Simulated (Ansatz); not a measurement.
Response to strain in InAs

Take InAs in the zinc blende structure (space group F-43m, No. 216; a = 6.110 Å) as the base.

Strains are applied to the cell and any free atomic positions relax.

The values are results of plane-wave PAW DFT at the r2SCAN level (Ansatz, a program for electronic structure, 500 eV), scalar-relativistic without spin-orbit coupling, not measurements.

| change | band gap | pressure | width of the top valence band |
|---|---|---|---|
| base | 0.08 eV | 0.0 kbar | 2.80 eV |
| isotropic strain −3.00 % | 0.58 eV | 64.8 kbar | 3.21 eV |
| isotropic strain −2.50 % | 0.50 eV | 51.9 kbar | 3.14 eV |
| isotropic strain −2.00 % | 0.41 eV | 39.9 kbar | 3.07 eV |
| isotropic strain −1.50 % | 0.33 eV | 28.8 kbar | 3.00 eV |
| isotropic strain −1.00 % | 0.25 eV | 18.4 kbar | 2.93 eV |
| isotropic strain −0.50 % | 0.16 eV | 8.8 kbar | 2.86 eV |

Gaps are read on the SCF mesh and a high-symmetry path. No phonon test of stability was made. A zero or small gap of InAs can be the functional's error rather than a property of the material.
